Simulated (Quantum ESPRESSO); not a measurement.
Input and output of a self-consistent single point for Bi2S3 (Pnma, 20 atoms in the cell) (Quantum ESPRESSO).

Method: PBE, GBRV 1.5 ultrasoft (PBE) pseudopotentials (plane waves; Quantum ESPRESSO).

```yaml
crystal:
  lattice:
    - [11.49852, 0.00000, 0.00000]
    - [0.00000, 3.96501, 0.00000]
    - [0.00000, 0.00000, 11.06910]
  atoms:
    - { symbol: Bi, position: [0.01755, 0.25000, 0.32634] }
    - { symbol: Bi, position: [0.98245, 0.75000, 0.67366] }
    - { symbol: Bi, position: [0.48245, 0.75000, 0.82634] }
    - { symbol: Bi, position: [0.51755, 0.25000, 0.17366] }
    - { symbol: Bi, position: [0.15647, 0.75000, 0.03264] }
    - { symbol: Bi, position: [0.84353, 0.25000, 0.96736] }
    - { symbol: Bi, position: [0.34353, 0.25000, 0.53264] }
    - { symbol: Bi, position: [0.65647, 0.75000, 0.46736] }
    - { symbol: S, position: [0.45179, 0.75000, 0.37125] }
    - { symbol: S, position: [0.54821, 0.25000, 0.62875] }
    - { symbol: S, position: [0.04821, 0.25000, 0.87125] }
    - { symbol: S, position: [0.95179, 0.75000, 0.12875] }
    - { symbol: S, position: [0.12160, 0.75000, 0.44355] }
    - { symbol: S, position: [0.87840, 0.25000, 0.55645] }
    - { symbol: S, position: [0.37840, 0.25000, 0.94355] }
    - { symbol: S, position: [0.62160, 0.75000, 0.05645] }
    - { symbol: S, position: [0.71064, 0.25000, 0.30866] }
    - { symbol: S, position: [0.28936, 0.75000, 0.69134] }
    - { symbol: S, position: [0.78936, 0.75000, 0.80866] }
    - { symbol: S, position: [0.21064, 0.25000, 0.19134] }
```

Reference input (self-consistent single point, DFT, PBE, plane waves, GBRV 1.5 ultrasoft (PBE) pseudopotentials): ecutwfc = 40 Ry; ecutrho = 200 Ry; occupations = fixed; potentials = {Bi: bi_pbe_v1.uspp.F.UPF, S: s_pbe_v1.4.uspp.F.UPF}; K_POINTS = automatic 2 4 2 0 0 0; nbnd = 100; conv_thr = 1e-09 Ry; mixing_beta = 0.3. This run's input differs from it in these lines:

```diff
@@ -50,3 +50,3 @@
 K_POINTS {automatic}
-2 4 2  0 0 0
+2 6 2  0 0 0
```

Log, with long lists cut:

```
     Self-consistent Calculation

     iteration #  1     ecut=    40.00 Ry     beta= 0.30

---- Real-time Memory Report at c_bands before calling an iterative solver
           588 MiB given to the printing process from OS
           563 MiB allocation reported by mallinfo(arena+hblkhd)
------------------

     negative rho (up, down):  3.383E-01 0.000E+00

     total energy              =   -1771.42560303 Ry
     estimated scf accuracy    <       4.47915118 Ry

     iteration #  2     ecut=    40.00 Ry     beta= 0.30

---- Real-time Memory Report at c_bands before calling an iterative solver
   [... lines left out ...]
          1101 MiB given to the printing process from OS
           658 MiB allocation reported by mallinfo(arena+hblkhd)
------------------

     negative rho (up, down):  3.402E-01 0.000E+00

     total energy              =   -1771.86709859 Ry
     estimated scf accuracy    <          3.6E-09 Ry

     iteration # 17     ecut=    40.00 Ry     beta= 0.30

---- Real-time Memory Report at c_bands before calling an iterative solver
          1101 MiB given to the printing process from OS
           658 MiB allocation reported by mallinfo(arena+hblkhd)
------------------

     negative rho (up, down):  3.402E-01 0.000E+00
     End of self-consistent calculation

     highest occupied, lowest unoccupied level (ev):     7.6964    9.2379

!    total energy              =   -1771.86709859 Ry
     estimated scf accuracy    <          3.7E-10 Ry

     convergence has been achieved in  17 iterations

     negative rho (up, down):  3.402E-01 0.000E+00

     Forces acting on atoms (cartesian axes, Ry/au):

     atom    1 type  1   force =    -0.01257634    0.00000000   -0.00366865
     atom    2 type  1   force =     0.01257634    0.00000000    0.00366865
     atom    3 type  1   force =     0.01257634    0.00000000   -0.00366865
     atom    4 type  1   force =    -0.01257634    0.00000000    0.00366865
     atom    5 type  1   force =     0.01012612    0.00000000   -0.00973437
     atom    6 type  1   force =    -0.01012612   -0.00000000    0.00973437
   [... lines left out ...]
     Total force =     0.055985     Total SCF correction =     0.000043
   [... lines left out ...]

     negative rho (up, down):  3.402E-01 0.000E+00
          total   stress  (Ry/bohr**3)                   (kbar)     P=       27.15
   0.00018043   0.00000000   0.00000000           26.54        0.00        0.00
   0.00000000   0.00019460   0.00000000            0.00       28.63        0.00
   0.00000000   0.00000000   0.00017864            0.00        0.00       26.28

   JOB DONE.
```

The run converged in 17 iterations. Against the reference run the free energy rises by 1.2 meV/atom, the pressure hardly changes (2.67 to 2.71 GPa), the largest force stays at 0.361 eV/Å and the gap on the mesh stays at 1.542 eV.

The starting cell comes from a database of computed structures (which also holds hypothetical and non-ambient phases and stackings), without a prior relaxation at this level. Its lattice was rescaled by a random factor within 2.5 % of one. Spin-orbit coupling is off. Another mesh or the band path of this cell gives a smaller gap, so this value is not converged in the mesh.

Cost on one core of a shared machine: roughly 10 min.
